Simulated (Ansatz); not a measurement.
Results of PBE (Ansatz, a first-principles code, plane waves, PAW) for W3Mo (model structure, started from the A15 type, Pm-3n, No. 223, 8 atoms in the cell).

The run printed, among other lines:

```
WARN output.stress: scf.convergence.dr2_threshold = 1e-7 eV (the SCF's general default) is looser than the 8e-10 eV advised for a printed stress (1e-10 eV for …
Relaxation: its limit of steps is 80 (relax.max_steps)
Crystal: 8 atoms, lattice volume = 127.784 Å³
Basis set: ecut = 520 eV, 3407 PW (Γ), exchange–correlation on 80×80×80 points (8 copies of the dense FFT grid, shifted against one another)
Bands: 68, of which v1, the nominal top of the filled ones, is band 56 counted from 1 (55 counted from 0)
Symmetry: 48 space group operations
Space group: Pm-3n (ITA 223), of the structure as read, at distance tolerance 5.0e-5 Å
k-points: 84 of 1728
Functional: x = pbe(κ = 0.804, μ = 0.2195149727645171), c = pbe(β = 0.06672455060314922)
SCF iter   1: F=—  HF=-72220.129945 eV  |F-HF|=—  |Δ(HF+E_count)|=         —  Δρ=6.01e-3  dr2=4.59e-2
SCF iter   2: F=—  HF=-72220.124453 eV  |F-HF|=—  |Δ(HF+E_count)|=   5.49e-3  Δρ=3.30e-3  dr2=1.17e-2
  ...
SCF iter   5: F=—  HF=-72220.122657 eV  |F-HF|=—  |Δ(HF+E_count)|=   9.00e-6  Δρ=9.30e-6  dr2=7.45e-8
SCF iter   6: F=-72220.122657 eV  HF=-72220.122657 eV  |F-HF|=7.28e-10  |Δ(HF+E_count)|=   5.11e-9  Δρ=1.48e-6  dr2=2.32e-9
SCF 1 converged in 6 iterations: F = -72220.122657 eV  dr2 = 2.32e-9
relax step   1: F+E_penalty+E_count = -72220.12265745 eV  Δ(F+E_penalty+E_count) = +0.000e0 eV  max|allowed force component| = 2.544e-17 eV/Å  Δτ_max = 0.0000 Å  (6 SCF iters, accepted)
SCF converged after 6 iterations
Free energy (F): -72220.122657 eV
Internal energy: -72220.094671 eV  (E = F + TS)
E sigma→0 (E₀):  -72220.108664 eV
Fermi energy:    21.741293 eV
--- Forces (eV/Å), atoms counted from 1 ---
  atom   1  W      0.00000000     0.00000000     0.00000000
  atom   2  W      0.00000000    -0.00000000    -0.00000000
  atom   3  W     -0.00000000    -0.00000000    -0.00000000
  atom   4  W     -0.00000000     0.00000000    -0.00000000
  atom   5  W      0.00000000     0.00000000     0.00000000
  atom   6  W     -0.00000000    -0.00000000     0.00000000
  atom   7  Mo     0.00000000     0.00000000     0.00000000
  atom   8  Mo     0.00000000    -0.00000000     0.00000000
--- Stress (GPa, compression-positive) ---
        6.030792       0.000000       0.000000
       -0.000000       6.030792      -0.000000
        0.000000      -0.000000       6.030792
  P = ⅓ Tr σ = 6.0308 GPa (60.308 kbar)
```

Q: Write an input file that could have produced this run (the log leaves some choices open).

A: One answer among several that fit: 
Ansatz 0.2 input:
```yaml
crystal:
  lattice:
    - [5.0368423925, 0.0, 0.0]
    - [0.0, 5.0368423925, 0.0]
    - [0.0, 0.0, 5.0368423925]
  atoms:
    - { symbol: W, position: [0.25, 0.0, 0.5] }
    - { symbol: W, position: [0.75, 0.0, 0.5] }
    - { symbol: W, position: [0.0, 0.5, 0.25] }
    - { symbol: W, position: [0.0, 0.5, 0.75] }
    - { symbol: W, position: [0.5, 0.25, 0.0] }
    - { symbol: W, position: [0.5, 0.75, 0.0] }
    - { symbol: Mo, position: [0.0, 0.0, 0.0] }
    - { symbol: Mo, position: [0.5, 0.5, 0.5] }
basis:
  ecutwfc: 520
  ecutrho_ratio: 4
  xc_grid: 2
kpoints:
  mp_grid: { grid: [12, 12, 12] }
hamiltonian:
  xc: pbe
  dispersion: none
  pseudopotentials: { kind: paw }
scf:
  occupations: { method: fermi_dirac, width: 0.05 }
output:
  forces: true
  stress: true
  eigenvalues: true
relax:
  f_tol: 0.004
  escape_saddle: false
  max_steps: 80
```

The cell is one volume of an energy–volume scan, off the minimum.

Note: the run has no spin polarisation, so it can have missed a magnetic state. Note: the relaxation could raise the start's symmetry but not lower it, so the cell can be a saddle point.

A model structure was made by putting elements into a prototype or built by hand; it is no filed structure, need not be a known phase, and can be a saddle point held by its symmetry.
